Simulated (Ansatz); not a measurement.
The starting structures come from a database of crystals and need not be the phases stable at ambient conditions.

 Where the default PAW files enter, the runs use the earlier of Ansatz's two default sets.

By LDA and PBEsol, the system below comes out a metal.

Consider the following.

```xyz
2
Lattice="2.7607 0.0000 0.0000 -1.3803 2.3908 0.0000 0.0000 0.0000 4.7921" Properties=species:S:1:pos:R:3 pbc="T T T"
Pt     1.3803     0.7969     3.5941
Pt     0.0000     1.5939     1.1980
```

Space group of this cell: P6_3/mmc, hcp (Mg type). The cell is taken as given; by PBEsol its mean pressure is -10.9 GPa.

The current runs along the normal of the first two printed vectors, the (001) plane. All runs by Ansatz (a first-principles code), plane waves and PAW, without spin-orbit coupling; the base is PBEsol.

| run | mean pressure (GPa) | G/A, both spins (10¹⁵ S/m²) |
|---|---|---|
| base | -10.9 | 1.65 |
| all lengths scaled by 0.98 | 5.1 | 1.74 |
| all lengths scaled by 1.02 | -21.9 | … |
| lda in place of pbesol | -15.9 | … |
| lengths across the current scaled by 0.98, ions clamped | -0.1 | 1.62 |
| lengths across the current scaled by 1.02, ions clamped | -19.0 | … |
| lengths along the current scaled by 0.97, ions clamped | -4.0 | 1.81 |
| lengths along the current scaled by 1.03, ions clamped | -16.0 | 1.51 |

**Question.** Complete the blanks.

**Answer.** 
- all lengths scaled by 1.02, G/A, both spins (10¹⁵ S/m²): 1.55
- lda in place of pbesol, G/A, both spins (10¹⁵ S/m²): 1.67
- lengths across the current scaled by 1.02, ions clamped, G/A, both spins (10¹⁵ S/m²): 1.67
